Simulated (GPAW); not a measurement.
Input and output of a self-consistent single point for SrZnSbF (P4/nmm, 8 atoms in the cell) (GPAW).

Method: PBEsol, GPAW PAW datasets PBEsol (made by gpaw-setup) (plane waves; GPAW 25.7.0).

```
CELL_PARAMETERS angstrom
      4.35454     0.00000     0.00000
      0.00000     4.35454     0.00000
      0.00000     0.00000     9.47616
ATOMIC_POSITIONS crystal
  Sr 0.00000 0.50000 0.86010
  Sr 0.50000 0.00000 0.13990
  Zn 0.50000 0.50000 0.50000
  Zn 0.00000 0.00000 0.50000
  Sb 0.00000 0.50000 0.32098
  Sb 0.50000 0.00000 0.67902
  F  0.50000 0.50000 0.00000
  F  0.00000 0.00000 0.00000
```

Reference input (self-consistent single point, DFT LDA (Perdew-Wang 92), plane waves, GPAW PAW datasets LDA (gpaw-data 1.0.1)): mode = pw; ecut = 900 eV; xc = LDA; kpts = 5 5 3; mesh shift (steps) = 0 0 0; occupations.name = methfessel-paxton; occupations.width = 0.136 eV; occupations.order = 0; nbands = -14; convergence.density = 1e-05 e/electron; symmetry.symmorphic = false; symmetry.tolerance = 0.0005. This run's input differs from it in these lines:

```diff
@@ -19,3 +19,3 @@
 calc = GPAW(mode=PW(900),
-            xc='LDA',
+            xc='PBEsol',
             kpts=(5, 5, 3),
```

Its files differ too (potentials: GPAW PAW datasets PBEsol (made by gpaw-setup)).

The program printed (abridged):

```
     iter     time        total  log10-change:
                         energy   eigst   dens
iter:   1 --:--:--   -35.796155
iter:   2 --:--:--   -35.781955   -0.44  -1.34
iter:   3 --:--:--   -34.828088   -0.81  -1.39
iter:   4 --:--:--   -34.845226   -1.38  -1.57
iter:   5 --:--:--   -34.793778   -2.11  -1.64
iter:   6 --:--:--   -34.860298   -2.11  -1.82
iter:   7 --:--:--   -34.786460   -2.02  -2.10
iter:   8 --:--:--   -34.792131   -2.76  -2.57
iter:   9 --:--:--   -34.789331c  -2.78  -2.69
iter:  10 --:--:--   -34.786067c  -3.41  -2.76
iter:  11 --:--:--   -34.786095c  -3.79  -3.40
iter:  12 --:--:--   -34.785994c  -5.40  -3.47
iter:  13 --:--:--   -34.785902c  -4.84  -3.52
   [... 5 lines left out ...]
iter:  19 --:--:--   -34.785871c  -6.18  -4.20
iter:  20 --:--:--   -34.785873c  -6.81  -4.29
iter:  21 --:--:--   -34.785870c  -7.15  -4.43
iter:  22 --:--:--   -34.785869c  -7.15  -4.52
iter:  23 --:--:--   -34.785869c  -8.50c -4.75
iter:  24 --:--:--   -34.785868c  -7.86c -4.82
iter:  25 --:--:--   -34.785868c  -7.94c -5.00c
Converged after 25 iterations.

Dipole moment: (-0.000000, -0.000000, -0.000000) |e|*Ang

Energy contributions relative to reference atoms: (reference = -628356.255724)

Kinetic:         +8.357805
Potential:       -4.991531
External:        +0.000000
XC:             -38.006502
Entropy (-ST):   -0.011589
Local:           -0.139845
SIC:             +0.000000
--------------------------
Free energy:    -34.791663
Extrapolated:   -34.785868

Showing only first 2 kpts
 Kpt  Band  Eigenvalues  Occupancy
  0    42      5.74971    1.96444
  0    43      5.88909    1.48593
  0    44      5.88909    1.48593
  0    45      7.18389    0.00000

  1    42      5.78862    1.91036
  1    43      5.88009    1.54442
  1    44      5.88009    1.54442
  1    45      7.27562    0.00000

Fermi level: 5.95184

No gap
   [... lines left out ...]
  2 Zn    0.00000    0.00000    0.00000
  3 Zn    0.00000    0.00000    0.00000
  4 Sb    0.00000    0.00000    0.30057
  5 Sb    0.00000    0.00000   -0.30057
  6 F     0.00000    0.00000    0.00000
  7 F     0.00000    0.00000    0.00000

Stress tensor:
     0.021614     0.000000     0.000000
     0.000000     0.021614     0.000000
     0.000000     0.000000     0.019913
Stress (GPa, Voigt): [3.463  3.463  3.1904 0.     0.     0.    ]
```

The run converged in 25 iterations. GPAW prints stress with tension positive. Against the reference run the largest force goes from 0.447 to 0.301 eV/Å.

At such cutoffs GPAW's stress carries a finite-basis (Pulay) error, which enters relaxed cells too; its log prints stress with tension positive.

The starting cell comes from a database of computed structures (which also holds hypothetical and non-ambient phases and stackings), without a prior relaxation at this level. The run gives no clean gap (levels at the Fermi energy touch, overlap or are partly filled at this smearing), which alone does not show that the compound is a metal.

Cost on one core of a shared machine: roughly 2 min.
